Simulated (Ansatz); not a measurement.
The parent structure is LiF in the rock salt structure (space group Fm-3m, No. 225; a = 4.0077 Å).

The values are results of PBEsol (Ansatz, an electronic-structure program), without spin-orbit coupling, not measurements.

Carriers are added at fixed cell with a uniform background; the Fermi–Dirac width is that of 300 K.

One change was made to it. Results:

```json
[
 {"quantity": "gap between the host's bands", "base": "9.05 eV", "after": "9.15 eV"},
 {"quantity": "Fermi level relative to the doped band's edge (positive inside the band; to 0.05 eV)", "base": "–", "after": "0.00 eV"},
 {"quantity": "gap character", "base": "direct at Γ", "after": "direct at Γ"}
]
```

Task: Which change produced these results?
A. holes 2.0×10^21 cm⁻³
B. electrons 1.0×10^21 cm⁻³
C. electrons 7.0×10^20 cm⁻³
D. electrons 1.5×10^21 cm⁻³

Result: A, holes 2.0×10^21 cm⁻³. For comparison, the Fermi level from band edge in the other runs: electrons 1.0×10^21 cm⁻³ gives +0.40 eV; electrons 7.0×10^20 cm⁻³ gives +0.30 eV; electrons 1.5×10^21 cm⁻³ gives +0.50 eV.

Charged cell with a jellium background: band edges are those of the host's band count, energies are not comparable with the neutral cell, and many-body gap narrowing is missing. Whether these cells are dynamically stable was not tested.
